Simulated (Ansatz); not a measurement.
Base system: Ta in the bcc (W type) structure (space group Im-3m, No. 229; relaxed with 0.1 eV smearing).

```
Ta
1.0
   -1.62703     1.62703     1.62703
    1.62703    -1.62703     1.62703
    1.62703     1.62703    -1.62703
Ta
1
Cartesian
  0.00000   0.00000   0.00000
```

Computed with LDA (Ansatz, an electronic-structure program, PAW, no spin-orbit coupling).

Before the change:

```
Item       Result
--------  -------
Pressure  0.0 GPa
```

One thing is altered: an isotropic linear strain of −2.50 %, atoms relaxed at fixed cell.

Q: How does this affect the pressure?

A: The pressure goes from zero to 19.0 GPa.

Q: Predict the new energy relative to the base.

A: The energy goes up by 70 meV/atom.

No phonon test of stability was made. The final runs are not spin-polarised.
